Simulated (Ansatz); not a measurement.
Pb in the bcc (W type) structure (space group Im-3m, No. 229; a cell from a computed database, its experimental status unchecked)

Pb is modelled in the cubic space group Im-3m (No. 229), the bcc (W type) structure, Pearson symbol cI2. Lattice parameters: a = 3.962 Å, b = 3.962 Å, c = 3.962 Å, α = 90.00°, β = 90.00°, γ = 90.00°. Pb on 2a is coordinated by 8 Pb at 3.431 Å (cubic). (Neighbours: up to the widest gap in distance over summed covalent radii, below 1.35, at either atom.)
(The calculation used a cell of 1 atom; values per cell refer to that cell.)

Level of theory: Ansatz (a quantum-chemistry and plane-wave program), r2SCAN, PAW, cutoff 500 eV, without spin-orbit coupling. Γ-centred 17×17×17 mesh, Fermi–Dirac width 0.05 eV.

```json
{
  "volume_per_atom": "31.10 Å³",
  "density": "11.06 g/cm³",
  "band_gap": "zero",
  "total_energy": "-11920.816 eV/atom (σ→0; compares only within this code and set-up)"
}
```

No phonon test of stability was made. This is not the structure that Pb has at room temperature and ambient pressure.
